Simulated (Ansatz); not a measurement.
The cell is built on a prototype and need not be the phase stable at ambient conditions.

By PBEsol, the system below comes out a metal.

A figure of merit of an interconnect metal is its ballistic conductance per area.

```
Ru3W
1.0
    5.41267     0.00000     0.00000
   -2.70633     4.68751     0.00000
    2.70633     1.56250     2.20971
Ru W
3 1
Direct
  0.50000   0.50000   0.00000
  0.00000   0.50000   0.00000
  0.50000   0.00000   0.00000
  0.00000   0.00000   0.00000
```

Space group of this cell: Pm-3m, Cu3Au type. The cell was relaxed by PBE-D3(BJ); by PBEsol its mean pressure is -2.6 GPa.

The current flows along the normal of the first two printed cell vectors. No spin-orbit coupling; the value is a mean over 0.1 eV about the Fermi level.

Task: State the ballistic conductance per area according to PBEsol run with Ansatz (a first-principles code).

Result: 1.3 × 10¹⁵ S/m² for both spins.
